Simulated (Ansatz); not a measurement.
System: GeSiC2 (model structure, started from the AlGaN2 type, P-4m2, No. 115, 4 atoms in the cell). Method: G0W0@HSE06 (plane waves, hard PAW, contour deformation; Ansatz, a program for electronic structure).

The cell is the one relaxed with PBEsol. Conventional cell: a = 3.1564 Å, b = 3.1564 Å, c = 4.4506 Å, α = 90.00°, β = 90.00°, γ = 90.00°.

The quasiparticle gap at Γ at a fixed k mesh 2×2×2:

```json
[
 {"response cutoff": "200 eV, 523 empty bands", "value (eV)": "2.716"},
 {"response cutoff": "250 eV, 731 empty bands", "value (eV)": "2.749"},
 {"response cutoff": "300 eV, 961 empty bands", "value (eV)": "2.767"},
 {"response cutoff": "400 eV, 1480 empty bands", "value (eV)": "2.787"}
]
```

Task: Taking the value to converge with the response cutoff E as E^(−3/2), extrapolate from the last two rows.

Result: With y = y∞ + c/w and weights w = 5196 and 8000 for the last two rows, y∞ = (w2 y2 − w1 y1)/(w2 − w1) = (8000 × 2.787 − 5196 × 2.767)/2804 = 2.824 eV, which lies 0.037 beyond the last row. Successive pairs of rows give 2.832, 2.824, 2.824. The limit also hangs on the law assumed, so its last digits aren't firm.

The other settings are not extrapolated, so this is the limit in one setting alone.

At the last cutoff the smallest gap on this mesh is 2.39 eV, with an edge away from Γ.

Spin–orbit coupling is not included.

Note: filled d or f shells below the valence bands can shift G0W0 gaps through exchange with them, which wasn't tested here. Note: GW on a hybrid start was not checked against another program.

A model structure was made by putting elements into a prototype or built by hand; it is no filed structure, need not be a known phase, and can be a saddle point held by its symmetry.
